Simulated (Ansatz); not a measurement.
Levels about the gap of amorphous Hf18O39Gd2 (59 atoms in a cell of 774 Å³, 8.91 g/cm³; zone centre alone, so wide bands show as single levels with stretches between that a denser mesh fills), at the geometry that PBE relaxed, where it gives 0.8 GPa on a denser mesh. The participation number counts the atoms over which a state spreads; weights are charges in smoothed Voronoi cells. The levels come from a single point, so bond lengths are those of that geometry. Method of the levels: r2SCAN, scalar-relativistic without spin-orbit coupling (Ansatz, a quantum-chemistry and plane-wave program). Sampling: the zone centre alone; Fermi-Dirac width 0.01 eV; collinear spin, started from moments on atoms; no Hubbard U, moments started parallel, and no other order was tried (at the end a net moment of 14.0 μB). In the spin-polarised cell the level spacing at the Fermi energy can part levels of unlike spin. At PBE the levels at both edges of the gap are localised (band-tail or defect states), and the nearest spread-out levels lie 3.9 eV apart at the zone centre.

It comes from a melt-quench run on a machine-learned potential (CHGNet), relaxed afterwards by DFT. O atoms were pushed apart under 1.9 Å during the dynamics, to hinder bonds among them. The hot cell started wider than the set density and was brought back towards it in steps. It is the lowest in DFT energy of 3 quenches. It is a model cell: composition and starting density were chosen by hand, and all elements were melted together. No dispersion term was used. Its density started from a set value of 8.91 and ended at 8.91 g/cm³. Cooling (nominally 300 K/ps over its main leg) ran many orders faster than in experiment, which tends to leave more defects and strain. A cell of this size samples the disorder only roughly. The volume was held where the preparation left it and the shape relaxed, at a PBE pressure of 0.8 GPa. Stress components on the final sampling reach 0.9 GPa.

```json
[
 {"E - E(highest filled), eV": "-0.37", "filling": "filled", "spin": "up", "participation number": "15.8", "largest on": "O, 3 neighbours", "weight O": "0.93", "weight Gd": "0.02", "weight Hf": "0.04"},
 {"E - E(highest filled), eV": "-0.36", "filling": "filled", "spin": "dn", "participation number": "14.4", "largest on": "O, 3 neighbours", "weight O": "0.95", "weight Gd": "0.01", "weight Hf": "0.04"},
 {"E - E(highest filled), eV": "-0.28", "filling": "filled", "spin": "up", "participation number": "11.5", "largest on": "O, 3 neighbours", "weight O": "0.92", "weight Gd": "0.04", "weight Hf": "0.04"},
 {"E - E(highest filled), eV": "-0.20", "filling": "filled", "spin": "dn", "participation number": "13.5", "largest on": "O, 3 neighbours", "weight O": "0.95", "weight Gd": "0.00", "weight Hf": "0.04"},
 {"E - E(highest filled), eV": "-0.19", "filling": "filled", "spin": "up", "participation number": "13.9", "largest on": "O, 3 neighbours", "weight O": "0.95", "weight Gd": "0.01", "weight Hf": "0.04"},
 {"E - E(highest filled), eV": "-0.04", "filling": "filled", "spin": "dn", "participation number": "4.2", "largest on": "O, 3 neighbours", "weight O": "0.95", "weight Gd": "0.01", "weight Hf": "0.04"},
 {"E - E(highest filled), eV": "0.00", "filling": "filled", "spin": "up", "participation number": "4.4", "largest on": "O, 3 neighbours", "weight O": "0.94", "weight Gd": "0.02", "weight Hf": "0.04"},
 {"E - E(highest filled), eV": "4.12", "filling": "empty", "spin": "dn", "participation number": "16.0", "largest on": "Hf, 6 neighbours", "weight O": "0.32", "weight Gd": "0.14", "weight Hf": "0.54"},
 {"E - E(highest filled), eV": "4.16", "filling": "empty", "spin": "up", "participation number": "14.0", "largest on": "Hf, 6 neighbours", "weight O": "0.37", "weight Gd": "0.02", "weight Hf": "0.61"},
 {"E - E(highest filled), eV": "4.25", "filling": "empty", "spin": "dn", "participation number": "11.3", "largest on": "Gd, 7 neighbours", "weight O": "0.26", "weight Gd": "0.34", "weight Hf": "0.40"},
 {"E - E(highest filled), eV": "4.28", "filling": "empty", "spin": "dn", "participation number": "4.8", "largest on": "Gd, 7 neighbours", "weight O": "0.24", "weight Gd": "0.47", "weight Hf": "0.28"},
 {"E - E(highest filled), eV": "4.31", "filling": "empty", "spin": "dn", "participation number": "1.6", "largest on": "Gd, 7 neighbours", "weight O": "0.09", "weight Gd": "0.80", "weight Hf": "0.11"},
 {"E - E(highest filled), eV": "4.34", "filling": "empty", "spin": "up", "participation number": "15.8", "largest on": "Hf, 7 neighbours", "weight O": "0.40", "weight Gd": "0.04", "weight Hf": "0.56"},
 {"E - E(highest filled), eV": "4.34", "filling": "empty", "spin": "dn", "participation number": "1.3", "largest on": "Gd, 7 neighbours", "weight O": "0.05", "weight Gd": "0.90", "weight Hf": "0.05"}
]
```

Most localised among these is the empty level at +4.34 eV, on a Gd atom, which has 7 neighbours (O 2.21 Å, O 2.30 Å, O 2.40 Å, O 2.41 Å, O 2.48 Å, O 2.53 Å, O 2.62 Å).
